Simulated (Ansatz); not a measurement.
We consider AlN₂H₆F₃ (C2/m, No. 12, 12 atoms in the cell; start mp-1228986), described by PBE0 (PAW; Ansatz, a first-principles code).

Numerical settings: plane-wave cutoff 460 eV, 6×6×4 k mesh (along the axes of the cell as run), Fermi–Dirac smearing 0.01 eV, scalar-relativistic PAW data made under PBE.

Cell (relaxed with PBE-D3(BJ)):

```
AlF3H6N2
1.0
    4.87158    -1.89778     0.06384
    4.87158     1.89778     0.06384
   -4.68063     0.00000     5.13222
Al H N F
1 6 2 3
Cartesian
  0.00000   0.00000   0.00000
  1.05370   0.00000   2.37371
  4.00882   0.00000   2.88618
  2.05764   0.80577   1.36089
  3.00488  -0.80577   3.89900
  3.00488   0.80577   3.89900
  2.05764  -0.80577   1.36089
  1.41947   0.00000   1.41864
  3.64305   0.00000   3.84125
  8.46541   0.00000   1.38888
 -3.40289   0.00000   3.87102
  4.87158   0.00000   0.06384
```

Task: What does this level give for the band gap?

Result: 
band gap: 8.76 eV (on the SCF k mesh) (direct)

Note: cell and atoms aren't relaxed at this level (largest force component 0.35 eV/Å, pressure -2.1 GPa).

The computed numbers hold no vibrational or temperature effects.

Cost on a shared machine: about 6 core-minutes (a rough figure).

A start named mp-… is a Materials Project structure, which need not be a measured phase.
